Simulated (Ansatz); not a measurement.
A self-consistent single point of SrHI (P1, 6 atoms in the cell) with Ansatz (an electronic-structure program).

Level of theory: LDA (PW92) with spin-orbit coupling, default PAW files made with PBE (plane waves; Ansatz).

```
SrHI
1.0
    4.28957     0.00000     0.00000
    0.00000     4.28957     0.00000
    0.00000     0.00000     9.09781
Sr H I
2 2 2
Direct
  0.99513   0.49668   0.14169
  0.49912   0.99991   0.85416
  0.50918   0.49842   0.00064
  0.99584   0.00235   0.00108
  0.99964   0.50069   0.68505
  0.50110   0.00195   0.31738
```

Reference input (self-consistent single point, DFT, LDA (PW92), plane waves, default PAW files made with PBE): kpoints.mp_grid.grid = 4 4 2; hamiltonian.xc = lda; hamiltonian.pseudopotentials = {kind: paw} (the program's default PAW files); scf.occupations.method = fixed. This run's input differs from it in these lines:

Ansatz 0.2 input:
```diff
@@ -18,2 +18,5 @@
   pseudopotentials: { kind: paw }
+magnetization:
+  noncollinear: true
+  spin_orbit: true
 scf:
```

Log, with long lists cut:

```
SCF iter   1: F=—  HF=-21664.445831 eV  |F-HF|=—  |Δ(HF+E_count)|=         —  Δρ=1.05e-1  dr2=1.60e2  dr2_m=0.00e0 (ungated)  ethr=3.10e-3  |M|=0.00e0 ∫|m|=0.00e0 μB  |m|>n=0.0e0 m-floor=0.0e0 τ_xc=0.0e0  β_m=0.30  ⟨swp⟩=12.0  Hψ=7098  notcnv=0  defer=184
all-band conjugate gradients solve this SCF's bands
   [... lines left out ...]
SCF iter  10: F=—  HF=-21645.846213 eV  |F-HF|=—  |Δ(HF+E_count)|=   1.21e-5  Δρ=9.71e-6  dr2=1.41e-7  dr2_m=0.00e0 (ungated)  ethr=7.00e-8  |M|=0.00e0 ∫|m|=0.00e0 μB  |m|>n=0.0e0 m-floor=0.0e0 τ_xc=0.0e0  β_m=0.94  ⟨swp⟩=2.4  Hψ=1866  notcnv=0  defer=162
SCF iter  11: F=-21645.846213 eV  HF=-21645.846213 eV  |F-HF|=7.98e-9  |Δ(HF+E_count)|=   3.15e-8  Δρ=2.49e-6  dr2=1.74e-8  dr2_m=0.00e0 (ungated)  ethr=1.79e-10  |M|=0.00e0 ∫|m|=0.00e0 μB  |m|>n=0.0e0 m-floor=0.0e0 τ_xc=0.0e0  ⟨swp⟩=24.6  Hψ=10867  notcnv=0
SCF 1 converged in 11 iterations: F = -21645.846213 eV  dr2 = 1.74e-8
Magnetization: |M| = 0.0000 μB,  M = (+0.0000, +0.0000, +0.0000) μB
Absolute magnetization: 0.0000 μB (∫|m|)
  site 0: m = (+0.0000, +0.0000, +0.0000) μB, |m| = 0.0000 μB  (R = 1.01 Å)
  site 1: m = (+0.0000, +0.0000, +0.0000) μB, |m| = 0.0000 μB  (R = 1.04 Å)
  site 2: m = (+0.0000, +0.0000, +0.0000) μB, |m| = 0.0000 μB  (R = 1.01 Å)
  site 3: m = (+0.0000, +0.0000, +0.0000) μB, |m| = 0.0000 μB  (R = 1.02 Å)
  site 4: m = (+0.0000, +0.0000, +0.0000) μB, |m| = 0.0000 μB  (R = 1.40 Å)
  site 5: m = (+0.0000, +0.0000, +0.0000) μB, |m| = 0.0000 μB  (R = 1.40 Å)
Free energy (F): -21645.846213 eV
Internal energy: -21645.846213 eV  (E = F + TS)
E sigma→0 (E₀):  -21645.846213 eV
Fermi energy:    4.877496 eV
--- Forces (eV/Å), atoms counted from 1 ---
   [... lines left out ...]
  atom   6  I     -0.02695814    -0.02453012    -0.25223741
--- Stress (GPa, compression-positive) ---
       -2.759641       0.003144       0.047961
        0.003144      -2.773470       0.027541
        0.047961       0.027541      -2.239816
  P = ⅓ Tr σ = -2.5910 GPa (-25.910 kbar)
  The stress holds the Pulay correction. Without it, at fixed plane waves, as pw.x and ABINIT print it: P = -2.6258 GPa
```

The run converged in 11 iterations. Against the reference run the pressure moves little (-2.61 to -2.59 GPa), the largest force hardly changes (0.262 to 0.255 eV/Å) and the gap on the mesh goes from 3.132 to 2.963 eV. The full log also holds: “WARN: iter 1: σ=0 fill of 56 bands saw a band overlap (occupied 5.6768 eV > unoccupied 5.6398 eV) — on an unconverged iterate often a transient of an (band_overlap_at_count)”.

The starting cell comes from a database of computed structures (which also holds hypothetical and non-ambient phases and stackings), without a prior relaxation at this level. Its atoms were displaced at random from the sites of space group no. 129. Ansatz's pressure includes its estimate of the finite-basis (Pulay) stress.

Cost on one core of a shared machine: roughly 90 s.
